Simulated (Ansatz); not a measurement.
Functionals compared on OH on the 1x1 (10-10) surface of wurtzite ZnO (cut with top plane O + Zn), one in a 2x1 cell, started at the site 'top Zn', in Ansatz (plane waves, PAW). The structure was relaxed with PBE; the other rows are single points on it, each with its references at the same level. Cutoff 420 eV (500 eV for r2SCAN). The points keep PBE's geometry, so the relaxation of a polaron and the settling of charge on one site are left out.

Host crystal: wurtzite ZnO, with a band gap (PBE, scalar-relativistic without spin-orbit coupling).

Slab: 34 atoms, 9.4 Å thick at the start under the adsorbate (thin: gaps and levels are the slab's own); k 3x4x1, smearing 0.01 eV, dipole-corrected; 16 atoms held, the rest relaxed; no symmetry held; spin-polarised, ending with about 0.7 μB a cell, a value that depends on the mesh; orders that need a larger cell were not tried, no spin-orbit, no U, no dispersion correction. The slab shows no gap over 0.04 eV on its mesh. It is one chosen start, not shown to be the lowest state of the adsorbate. These notes are the PBE run's. r2SCAN: The program's check for a lower electronic state was not made. Adsorption energies are against H2O(g) − ½ H2(g). A negative adsorption energy means that the adsorbate is more stable on the surface than in its reference.

```csv
functional,adsorption energy (eV)
PBE,1.38
RPBE,___
r2SCAN,1.35
```

Task: What belongs in the gaps?

Result: 
- RPBE, adsorption energy (eV): 1.45

Ansatz is an electronic-structure program.
